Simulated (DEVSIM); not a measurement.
System: abrupt Si p-n junction, at 300 K.

Layer 1 from the left is Si, thickness (μm) 0.210, Na (cm⁻³) 1.8e17, τn (s) 6.3e-7, τp (s) 6.3e-7. Layer 2 from the left is Si, thickness (μm) 54.0, Nd (cm⁻³) 9.1e15, τn (s) 6.3e-7, τp (s) 6.3e-7.

Left contact: ohmic. Right contact: ohmic. Voltage is applied to the left contact. Recombination: SRH at mid-gap, radiative. Mobility is μmin + (μ − μmin)/(1 + (N/Nref)^α).

Constants are typed, rounded textbook-type inputs, not results; the design itself was drawn at random and stands for no fabricated device. Values at 300 K.

Si: gap (eV) 1.124, affinity (eV) 4.05, permittivity 11.7, Nc (cm⁻³) 2.86e19, Nv (cm⁻³) 3.1e19, μn (cm²/Vs) 1417, μp (cm²/Vs) 470, μn,min 52, μp,min 45, Nref,n 9.7e16, Nref,p 2.2e17, αn 0.68, αp 0.72, B (cm³/s) 4.7e-15.

DEVSIM, 1D drift-diffusion, Boltzmann statistics, complete ionisation; no tunnelling, impact ionisation, image-force lowering or self-heating.

Dark forward current:

| |V| (V) | |J| (A/cm²) |
|---|---|
| 0.05 | 7.581e-9 |
| 0.10 | 2.925e-8 |
| 0.15 | 1.039e-7 |
| 0.20 | 4.171e-7 |
| 0.25 | 2.018e-6 |
| 0.30 | 1.150e-5 |
| 0.35 | 7.253e-5 |
| 0.40 | 0.0004809 |
| 0.45 | 0.003260 |
| 0.50 | 0.02226 |
| 0.55 | 0.1507 |
| 0.60 | 0.9479 |
| 0.65 | 4.457 |
| 0.70 | 13.07 |
| 0.75 | 27.15 |
| 0.80 | 46.66 |
| 0.85 | 71.79 |
| 0.90 | 102.7 |
| 0.95 | 139.7 |
| 1.00 | 182.7 |
| 1.05 | 231.9 |
| 1.10 | 287.4 |
| 1.15 | 349.2 |
| 1.20 | 417.3 |
| 1.25 | 491.8 |
| 1.30 | 572.7 |

Work out the local ideality factor n = ΔV / (kT/q · ln(J2/J1)) between the rows 0.15 and 0.20 V, 0.45 and 0.50 V, 1.25 and 1.30 V.

kT/q = 25.85 mV. From 0.15 to 0.20 V: ln(4.171e-7/1.039e-7) = 1.390, n = 1.39. From 0.45 to 0.50 V: ln(0.02226/0.003260) = 1.921, n = 1.01, near the 1 of diffusion or emission over a barrier. From 1.25 to 1.30 V: ln(572.7/491.8) = 0.152, n = 12.70.

Estimate the current at 0.45 V from the Shockley equation with J0 = Σ q ni² D/(N L) coth(W/L), τ joining the SRH, radiative and Auger lifetimes that are on, and W taken as the whole layer.

ni² = 1.16e20 cm⁻⁶; electrons in the p layer: μ = 593 cm²/Vs, D = 15.3 cm²/s, τ = 6.30e-7 s, L = 31.1 μm, W/L = 0.0068, term 7.53e-11 A/cm²; holes in the n layer: μ = 431 cm²/Vs, D = 11.1 cm²/s, τ = 6.30e-7 s, L = 26.5 μm, W/L = 2.0, term 8.87e-12 A/cm². J0 = 8.42e-11 A/cm², and J = J0 exp(qV/kT) = 0.00306 A/cm². The simulation gives 0.00326 A/cm²; the estimate lies 6.2 % below. The estimate leaves out recombination in the depletion region and that region's share of W.
